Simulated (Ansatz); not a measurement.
MoP (model structure, started from the NiAs type, P6₃/mmc, No. 194, 4 atoms in the cell): properties by level of theory

| level (code) | lattice constant a (Å) | lattice parameter c (Å) |
|---|---|---|
| PBE (Ansatz) | ? | 6.442 |
| PBEsol (Ansatz) | ? | 6.401 |
| PBE-D3(BJ) (Ansatz) | 3.187 | 6.402 |

**Question.** Complete the blanks.

**Answer.** 
- PBE (Ansatz, a first-principles code), lattice constant a (Å): 3.230
- PBEsol (Ansatz), lattice constant a (Å): 3.194

Ansatz's density-functional and Hartree–Fock values are scalar-relativistic unless marked +SOC, with PAW data made under PBE.

A model structure was made by putting elements into a prototype or built by hand; it is no filed structure, need not be a known phase, and can be a saddle point held by its symmetry.
